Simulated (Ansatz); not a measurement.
Where the default PAW files enter, the runs use the earlier of Ansatz's two default sets.

The decay constant κ of evanescent states in the gap governs leakage through a thin film.

Given:

```
N4Si3
1.0
    8.14059     0.00000     0.00000
   -2.51509     7.74232     0.00000
    1.03680     1.42694     2.30848
Si N
6 8
Direct
  0.76892   0.17505   0.80603
  0.23108   0.82495   0.19397
  0.59387   0.76892   0.88721
  0.40613   0.23108   0.11279
  0.82495   0.59387   0.33118
  0.17505   0.40613   0.66882
  0.66667   0.33333   0.75000
  0.33333   0.66667   0.25000
  0.03081   0.33015   0.38904
  0.96919   0.66985   0.61096
  0.70066   0.03081   0.51853
  0.29934   0.96919   0.48147
  0.66985   0.70066   0.37949
  0.33015   0.29934   0.62051
```

Space group of this cell: P6_3/m. The cell is taken as given.

Transport runs along the normal of the first two printed cell vectors, the (111) plane of the conventional cell.

No gap correction and no spin-orbit coupling; mid-gap values are interpolated between computed energies.

Q: Estimate the band gap and the smallest decay constant κ at mid-gap that Ansatz (an electronic-structure program) with r2SCAN returns for this system.

A: Gap 5.00 eV on a 14×14×14 mesh; κ = 0.390 1/Å, at the zone centre.
